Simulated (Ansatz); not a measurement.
# HfN: response to strain

The reference is HfN in the rock salt structure (space group Fm-3m, No. 225; a = 4.525 Å). Axes: x, y, z lie along the cube axes.

Strains are applied to the cell and any free atomic positions relax; under biaxial strain the out-of-plane vector relaxes too; under stress the whole cell relaxes.

Level of theory: Ansatz (a first-principles code) r2SCAN, no spin-orbit coupling.

Notes on the quantities. pressure: mean of the normal stresses, compression positive; energy relative to the base: free energy F.

```json
[
 {"change": "base", "volume per atom": "11.59 Å³", "pressure": "0.0 GPa", "energy relative to the base": "0 meV/atom"},
 {"change": "biaxial strain −3.57 %, plane normal [001], relaxed out of plane", "volume per atom": "10.93 Å³", "pressure": "20.4 GPa", "energy relative to the base": "+72 meV/atom"},
 {"change": "isotropic strain −5.99 %", "volume per atom": "9.63 Å³", "pressure": "77.0 GPa", "energy relative to the base": "+0.401 eV/atom"},
 {"change": "isotropic strain −3.93 %", "volume per atom": "10.27 Å³", "pressure": "___", "energy relative to the base": "+161 meV/atom"},
 {"change": "isotropic strain +0.33 %", "volume per atom": "11.70 Å³", "pressure": "-2.7 GPa", "energy relative to the base": "+1.0 meV/atom"},
 {"change": "uniaxial strain ε_xx = +4.07 %", "volume per atom": "12.06 Å³", "pressure": "___", "energy relative to the base": "+31 meV/atom"},
 {"change": "uniaxial strain ε_zz = +2.24 %", "volume per atom": "11.84 Å³", "pressure": "___", "energy relative to the base": "___"},
 {"change": "tensor shear ε_xz = −0.87 %", "volume per atom": "11.58 Å³", "pressure": "0.0 GPa", "energy relative to the base": "+1.4 meV/atom"},
 {"change": "uniaxial stress, 0.5 GPa tension along x", "volume per atom": "11.59 Å³", "pressure": "–", "energy relative to the base": "0.0 meV/atom"},
 {"change": "tensor shear ε_xz = −1.37 %", "volume per atom": "11.58 Å³", "pressure": "0.1 GPa", "energy relative to the base": "+3.4 meV/atom"}
]
```

Problem. Complete the table.

Solution. 
- isotropic strain −3.93 %, pressure: 43.6 GPa
- uniaxial strain ε_xx = +4.07 %, pressure: -9.5 GPa
- uniaxial strain ε_zz = +2.24 %, pressure: -5.7 GPa
- uniaxial strain ε_zz = +2.24 %, energy relative to the base: +10 meV/atom

Without a gap, meshes like the base's 18×18×18 leave anisotropic stresses uncertain by several tenths of a GPa, and small strain energies with them. Beyond what the load breaks, stability against distortions was not tested. All final runs are without spin polarisation. An odd electron count without spin: HfN.
